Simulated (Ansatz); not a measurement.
Consider TiC in the rock salt structure (space group Fm-3m, No. 225; a = 4.293 Å; relaxed with 0.1 eV smearing). Axes: x, y, z lie along the cube axes.

Level of theory: PBEsol (Ansatz, an electronic-structure program; PAW; 420 eV plane waves; scalar-relativistic without spin-orbit coupling).

Now apply this change: uniaxial strain ε_zz = +2.00 %, all other strain components held at zero, atoms relaxed at fixed cell.

Q: Estimate the effect on the stress.

A: The stress (xx, yy, zz, yz, xz, xy; compression positive) comes out as (-2.4, -2.4, -9.9, 0.0, 0.0, 0.0) GPa.

No phonon test of stability was made. The final runs are not spin-polarised.
